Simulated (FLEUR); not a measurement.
Worked example: self-consistent single point of TiSi₂ (Cmcm, 6 atoms in the cell) in FLEUR.

Level of theory: PBE, all-electron FLAPW (FLEUR), scalar-relativistic valence.

The change in words: lattice scaled by 0.98. Reference geometry:
```xyz
6
Lattice="1.7757 -6.7998 0.0000 1.7757 6.7998 0.0000 0.0000 0.0000 3.5866" Properties=species:S:1:pos:R:3 pbc="T T T"
Ti     1.7757    -5.3974     2.6899
Ti     1.7757     5.3974     0.8966
Si     1.7757    -0.7922     2.6899
Si     1.7757     0.7922     0.8966
Si     1.7757     3.4041     2.6899
Si     1.7757    -3.4041     0.8966
```

Reference input (self-consistent single point, DFT, PBE, all-electron FLAPW (FLEUR), scalar-relativistic valence): Kmax = 4.1 1/bohr; GmaxXC = 16.4 1/bohr; xcFunctional = pbe; jspins = 1; l_soc = F; mode = gauss; fermiSmearingEnergy = 0.00734986 Htr; mesh (inpgen div1-3) = 7 7 7; inpgen gamma flag = false; Gmax = 16.4 1/bohr; numbands = 0; maxIterBroyd = 25. This run's input differs from it in these lines:

```diff
@@ -3,6 +3,6 @@
 &input film=f /
-0.2526651222 -0.9675537897 0.0000000000
-0.2526651222 0.9675537897 0.0000000000
-0.0000000000 0.0000000000 0.5103344680
-13.2807373284
+0.2526651213 -0.9675537900 0.0000000000
+0.2526651213 0.9675537900 0.0000000000
+0.0000000000 0.0000000000 0.5103345215
+13.0151220317
 1.0 1.0 1.0
@@ -47,5 +47,5 @@
          <bravaisMatrix>
-            <row-1>    3.3555791199862877   -12.8498277321036749     0.0000000000000000</row-1>
-            <row-2>    3.3555791199862877    12.8498277321036749     0.0000000000000000</row-2>
-            <row-3>    0.0000000000000000     0.0000000000000000     6.7776180191367565</row-3>
+            <row-1>    3.2884673868737835   -12.5928306490838349     0.0000000000000000</row-1>
+            <row-2>    3.2884673868737835    12.5928306490838349     0.0000000000000000</row-2>
+            <row-3>    0.0000000000000000     0.0000000000000000     6.6420660743117281</row-3>
          </bravaisMatrix>
```

Output (repeated stretches shortened):

```
 Iteration:     1   Distance:       6.60284481 me/bohr^3
 Iteration:     2   Distance:       6.16614865 me/bohr^3
 Iteration:     3   Distance:       2.86905451 me/bohr^3
 Iteration:     4   Distance:       1.81550889 me/bohr^3
 Iteration:     5   Distance:       1.00457442 me/bohr^3
   [... 8 lines left out ...]
 Iteration:    14   Distance:       0.00023920 me/bohr^3
 Iteration:    15   Distance:       0.00003405 me/bohr^3
 Iteration:    16   Distance:       0.00002256 me/bohr^3
 Iteration:    17   Distance:       0.00000323 me/bohr^3
 Reset of history
 Run finished successfully
 Stop message:
   Structural relaxation: new displacements generated

[file out, last iteration]
             iter=     18
[...]
          total density-effective poten   -4.5007388763E+03
          total charge density-energy d   -1.6828987879E+02
 Updated energy parameters for spin:           1
[...]
 fermi energy and band-weighting factors:

[...]
FERMIE:
          first approx. to ef    (T=0)  :   0.433452 htr   (energy of the highest occ. eigenvalue)
          number of occ. states  (T=0)  :       1277
          first approx. to seigv (T=0)  :  -9.991104 htr
          sum of weights of occ. states :  20.020408
          sum of semicore charge        :   0.000000 e
          fermi energy=   0.43273 har   work function= -11.77525 ev
          number of valence electrons=  40.00000
   [... lines left out ...]
          total moment                 =     0.00000
 Direct bandgap for spin            1 :    4.6014825223043010E-003  Htr
 ---->    free energy=                     -2867.8998340871 htr
   [... lines left out ...]
 TOTAL FORCE FOR ATOM TYPE=  1  X=  0.000   Y=  2.597   Z= -1.661
                       FX_TOT= 0.000000 FY_TOT=-0.002624 FZ_TOT= 0.000000
 TOTAL FORCE FOR ATOM TYPE=  2  X=  0.000   Y= 11.126   Z= -1.661
                       FX_TOT= 0.000000 FY_TOT=-0.007134 FZ_TOT= 0.000000
 TOTAL FORCE FOR ATOM TYPE=  3  X=  0.000   Y= -6.289   Z= -1.661
                       FX_TOT= 0.000000 FY_TOT= 0.000480 FZ_TOT= 0.000000
```

The run converged in 17 iterations. FLEUR gives forces in its relaxation mode, with a further iteration, so its stop message speaks of a relaxation. Against the reference run the total energy rises by 19.9 meV/atom and the largest force goes from 0.142 to 0.367 eV/Å.

The starting cell comes from a database of computed structures (which also holds hypothetical and non-ambient phases and stackings), without a prior relaxation at this level. Its lattice was rescaled by a random factor within 2.5 % of one. For this run, on top of that: lattice scaled by 0.98. Spin polarisation is off. Values depend on the basis (sphere radii, cutoffs, local orbitals), which need not be converged. The log's line on a gap gives a spacing of levels on this mesh, which the program prints for metals too.

Cost on one core of a shared machine: roughly 4 min.
